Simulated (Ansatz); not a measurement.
Take CsI in the CsCl type structure (space group Pm-3m, No. 221; a = 4.610 Å) as the base. Axes: x, y, z lie along the cube axes.

The values are results of Kohn–Sham DFT with the r2SCAN functional, run in Ansatz (a quantum-chemistry and plane-wave program) with PAW and 500 eV plane waves, no spin-orbit coupling, not measurements.

For the base:

```
Property                        Result
-----------------------------  -------
Band gap                       4.51 eV
Shortest interatomic distance  3.992 Å
```

One thing is altered: the symmetric strain tensor [-0.0010 0.0026 -0.0201; 0.0026 0.0072 0.0193; -0.0201 0.0193 -0.0007], atoms relaxed at fixed cell.

Predict the new band gap, energy relative to the base, stress and shortest interatomic distance.

The band gap falls by 0.035 eV to 4.48 eV; the energy goes up by 3.4 meV/atom; the stress (xx, yy, zz, yz, xz, xy; compression positive) comes out as (0.06, -0.08, 0.05, -0.26, 0.27, -0.11) GPa; the shortest interatomic distance decreases by 0.104 Å, from 3.992 Å to 3.888 Å.

Spin-orbit coupling, missing from the scalar runs, can matter with I. Semilocal Kohn–Sham gaps tend to fall short of experiment. Whether these cells are dynamically stable was not tested.
